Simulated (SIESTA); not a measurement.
Band structure of a sheet of SnO (4 atoms in the cell).

```xyz
4
Lattice="3.6790 0.0000 0.0000 0.0000 3.6790 0.0000 0.0000 0.0000 16.2254" Properties=species:S:1:pos:R:3 pbc="T T T"
Sn     1.8395     0.0000     9.2253
Sn     0.0000     1.8395     7.0000
O      0.0000     0.0000     8.1127
O      1.8395     1.8395     8.1127
```

Method: GGA PBE, numerical atomic orbitals DZP, PseudoDojo PBE standard norm-conserving potentials (rewritten from UPF to PSML) (SIESTA).

Settings: XC.functional = GGA; XC.authors = PBE; potentials = PseudoDojo PBE standard; PAO.BasisSize = DZP; PAO.EnergyShift = 0.01 Ry; MeshCutoff = 400 Ry; kgrid.MonkhorstPack = 5 5 1; OccupationFunction = MP; OccupationMPOrder = 0; ElectronicTemperature = 580.23 K; MaxSCFIterations = 150; SCF.Mixer.Method = Pulay; SCF.Mixer.Weight = 0.1; SCF.Mixer.History = 6.

The starting cell was generated: these elements placed on a structure prototype, without a prior relaxation; it need not be a known phase or ordering of this composition. Its lattice was rescaled in the plane by a random factor within 2.5 % of one. Values carry the incompleteness of an atom-centred basis.

Predict the gap along the standard path and the places of the band edges.

The gap along the path is 3.00 eV, from a point between M and Γ to Γ; the smallest direct gap on it is 3.08 eV.

Levels in eV from the top of the valence band on the path, bands 17 to 21:
```
point     17     18     19     20    21
-----  -----  -----  -----  -----  ----
M      -1.78  -1.78  -0.48  -0.48  3.23
Γ      -2.82  -2.51  -2.51  -0.08  3.00
X      -4.36  -4.36  -0.53  -0.53  3.28
```

Higher empty bands are left out: an atom-centred basis made for the valence describes them poorly.
